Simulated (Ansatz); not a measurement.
Effect of pressure −2 GPa on HfS2

Take HfS2 in the CdI2 type structure (space group P-3m1, No. 164; a = 3.5475 Å, c = 5.5773 Å; layered, stacked along the Cartesian z axis) as the base.

One thing is altered: a negative pressure, −2 GPa.

Calculations: PBEsol-D3(BJ) (Ansatz, a program for electronic structure; PAW; 420 eV plane waves; scalar-relativistic without spin-orbit coupling). Γ-centred 11×11×6 mesh, Fermi–Dirac width 0.05 eV.

The volume per atom goes up by 1.314 Å³ (20.26 Å³ → 21.58 Å³) and the density shrinks by 0.404 g/cm³, from 6.63 g/cm³ to 6.22 g/cm³. The lattice parameter a grows by 3.7 pm (354.8 pm → 358.5 pm) and the c/a ratio grows by 0.050, from 1.572 to 1.622. The shortest interatomic distance grows by 1.26 pm, from 251.6 pm to 252.8 pm and the band gap rises by 0.35 eV to 0.80 eV. The gap character goes from indirect, Γ → L to indirect, K–Γ (87 % along) → L and the smallest direct gap goes up by 0.25 eV to 1.75 eV.

Final structure:

```xyz
3
Lattice="3.5848 0.0000 0.0000 -1.7924 3.1045 0.0000 0.0000 0.0000 5.8161" Properties=species:S:1:pos:R:3 pbc="T T T"
Hf     0.0000     0.0000     0.0000
S      0.0000     2.0697     1.4520
S      1.7924     1.0348     4.3641
```

With Hf present, leaving out spin-orbit coupling can change the band edges. Load acts through the strain it causes; cell and atoms are relaxed under it. No phonon test of stability was made.
